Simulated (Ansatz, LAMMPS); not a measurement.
Ge well of 20 atomic layers along [001] in random Si0.3Ge0.7, interfaces graded over 4 layers. Cell 17.02 × 17.02 × 63.17 Å, Si130Ge662, 792 atoms. Prepared with LAMMPS with Tersoff's 1989 multicomponent potential (SiCGe.tersoff): minimisation. 

Basis: localised support functions (accuracy medium) on a full density matrix. k-points: zone centre alone; occupations: Fermi-Dirac, 0.010 eV; spin polarisation not allowed. No spin-orbit coupling.

Q: What gap and bonding does PBE, support functions at accuracy medium on the grid of 370 eV in Ansatz (an electronic-structure program) give?

A: 
Kohn-Sham gap of the cell on its k-mesh: 0.06 eV
weight of the highest filled level on the well: 0.87
weight of the lowest empty level on the well: 0.51
coordination (neighbours within 2.965 Å): 100.0 % 4-fold
Ge-Ge bonds, mean ± spread: 2.482 ± 0.006 Å
Ge-Si bonds, mean ± spread: 2.437 ± 0.007 Å
Si-Si bonds, mean ± spread: 2.389 ± 0.008 Å
bond angles, mean ± spread: 109.5° ± 1.1°
pressure: 0.36 GPa
